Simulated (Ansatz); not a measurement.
# A computed series for Nb4GaSe8: pressure series

The reference is Nb4GaSe8 (space group F-43m, No. 216; a = 10.365 Å).

Cell and atoms are relaxed at each pressure.

Computed with PBEsol, PAW, 420 eV (Ansatz, a quantum-chemistry and plane-wave program; scalar-relativistic without spin-orbit coupling).

```json
[
 {"pressure (GPa)": "-2", "volume per atom (Å³/atom)": "22.023"},
 {"pressure (GPa)": "-1", "volume per atom (Å³/atom)": "21.707"},
 {"pressure (GPa)": "0", "volume per atom (Å³/atom)": "21.414"},
 {"pressure (GPa)": "0.3", "volume per atom (Å³/atom)": "21.337"},
 {"pressure (GPa)": "0.7", "volume per atom (Å³/atom)": "?"},
 {"pressure (GPa)": "3", "volume per atom (Å³/atom)": "20.676"},
 {"pressure (GPa)": "5", "volume per atom (Å³/atom)": "20.260"},
 {"pressure (GPa)": "7.5", "volume per atom (Å³/atom)": "19.798"},
 {"pressure (GPa)": "10", "volume per atom (Å³/atom)": "19.391"}
]
```

Fit the third-order Birch–Murnaghan form P(V) = (3B₀/2)[(V₀/V)^(7/3) − (V₀/V)^(5/3)]·[1 + (3/4)(B₀′ − 4)((V₀/V)^(2/3) − 1)] (squares taken in P) to the rows shown and predict the withheld row.

Least squares on the printed values gives V₀ = 21.419 Å³/atom, B₀ = 77.6 GPa, B₀′ = 5.2; this predicts 21.231 Å³/atom, and the run gives 21.230 Å³/atom, in agreement.

Load acts through the strain it causes; cell and atoms are relaxed under it. Whether these cells are dynamically stable was not tested. Competing high-pressure phases were not computed. All final runs are without spin polarisation. An odd electron count without spin: Nb4GaSe8.
